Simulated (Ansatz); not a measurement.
BaTiO3, response to strain

The parent structure is BaTiO₃ in the cubic perovskite structure (space group Pm-3m, No. 221).

```
CELL_PARAMETERS angstrom
      3.99442     0.00000     0.00000
      0.00000     3.99442     0.00000
      0.00000     0.00000     3.99442
ATOMIC_POSITIONS crystal
  Ba 0.00000 0.00000 0.00000
  Ti 0.50000 0.50000 0.50000
  O  0.00000 0.50000 0.50000
  O  0.50000 0.50000 0.00000
  O  0.50000 0.00000 0.50000
```

Strains are applied to the cell and any free atomic positions relax.

All numbers come from r2SCAN, PAW, 500 eV (Ansatz, a quantum-chemistry and plane-wave program; no SOC), earlier PAW set.

Computed cases, in order: isotropic strain −3.00 %; isotropic strain −2.92 %; isotropic strain −0.60 %; the unstrained base.

Problem. Between which two neighbouring cases does the gap turn between direct and indirect?

Solution. Between isotropic strain −2.92 % (2.38 eV, direct at Γ) and isotropic strain −0.60 % (2.22 eV, indirect, R → Γ). The whole series: isotropic strain −3.00 %: 2.39 eV, direct at Γ; isotropic strain −2.92 %: 2.38 eV, direct at Γ; isotropic strain −0.60 %: 2.22 eV, indirect, R → Γ; the unstrained base: 2.18 eV, indirect, R → Γ.

Whether these cells are dynamically stable was not tested. The final runs are not spin-polarised. Many cubic perovskites are stable only at high temperature; tilts and polar distortions were not tested. This is not the structure that BaTiO3 has at room temperature and ambient pressure.
